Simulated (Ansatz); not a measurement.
Results of LDA (PAW; Ansatz, a first-principles code) for ZnS (R3m, No. 160, 36 atoms in the cell; start mp-1198139; a measured phase of this formula has another space group).

Numerical settings: plane-wave cutoff 520 eV, 8×8×8 k mesh, Fermi–Dirac smearing 0.01 eV, scalar-relativistic PAW data made under PBE.

Cell (relaxed at this level):

```yaml
crystal:
  lattice:
    - [1.87171, 1.08063, 55.09212]
    - [-1.87171, 1.08063, 55.09212]
    - [0.00000, -2.16127, 55.09212]
  atoms:
    - { symbol: Zn, position: [0.00005, 0.00005, 0.00005] }
    - { symbol: Zn, position: [0.05556, 0.05556, 0.05556] }
    - { symbol: Zn, position: [0.11108, 0.11108, 0.11108] }
    - { symbol: Zn, position: [0.14816, 0.14816, 0.14816] }
    - { symbol: Zn, position: [0.20366, 0.20366, 0.20366] }
    - { symbol: Zn, position: [0.24074, 0.24074, 0.24074] }
    - { symbol: Zn, position: [0.27781, 0.27781, 0.27781] }
    - { symbol: Zn, position: [0.35188, 0.35188, 0.35188] }
    - { symbol: Zn, position: [0.40740, 0.40740, 0.40740] }
    - { symbol: Zn, position: [0.46294, 0.46294, 0.46294] }
    - { symbol: Zn, position: [0.51849, 0.51849, 0.51849] }
    - { symbol: Zn, position: [0.59260, 0.59260, 0.59260] }
    - { symbol: Zn, position: [0.64817, 0.64817, 0.64817] }
    - { symbol: Zn, position: [0.70372, 0.70372, 0.70372] }
    - { symbol: Zn, position: [0.75924, 0.75924, 0.75924] }
    - { symbol: Zn, position: [0.83332, 0.83332, 0.83332] }
    - { symbol: Zn, position: [0.88886, 0.88886, 0.88886] }
    - { symbol: Zn, position: [0.96297, 0.96297, 0.96297] }
    - { symbol: S, position: [0.01392, 0.01392, 0.01392] }
    - { symbol: S, position: [0.06944, 0.06944, 0.06944] }
    - { symbol: S, position: [0.12495, 0.12495, 0.12495] }
    - { symbol: S, position: [0.16202, 0.16202, 0.16202] }
    - { symbol: S, position: [0.21754, 0.21754, 0.21754] }
    - { symbol: S, position: [0.25461, 0.25461, 0.25461] }
    - { symbol: S, position: [0.29168, 0.29168, 0.29168] }
    - { symbol: S, position: [0.36576, 0.36576, 0.36576] }
    - { symbol: S, position: [0.42128, 0.42128, 0.42128] }
    - { symbol: S, position: [0.47685, 0.47685, 0.47685] }
    - { symbol: S, position: [0.53237, 0.53237, 0.53237] }
    - { symbol: S, position: [0.60650, 0.60650, 0.60650] }
    - { symbol: S, position: [0.66208, 0.66208, 0.66208] }
    - { symbol: S, position: [0.71760, 0.71760, 0.71760] }
    - { symbol: S, position: [0.77312, 0.77312, 0.77312] }
    - { symbol: S, position: [0.84720, 0.84720, 0.84720] }
    - { symbol: S, position: [0.90277, 0.90277, 0.90277] }
    - { symbol: S, position: [0.97685, 0.97685, 0.97685] }
```

Give the computed band gap.


- band gap = 2.14 eV (direct)

The computed numbers hold no vibrational or temperature effects.

Computing time: roughly 50 core-minutes.

A start named mp-… is a Materials Project structure, which need not be a measured phase.
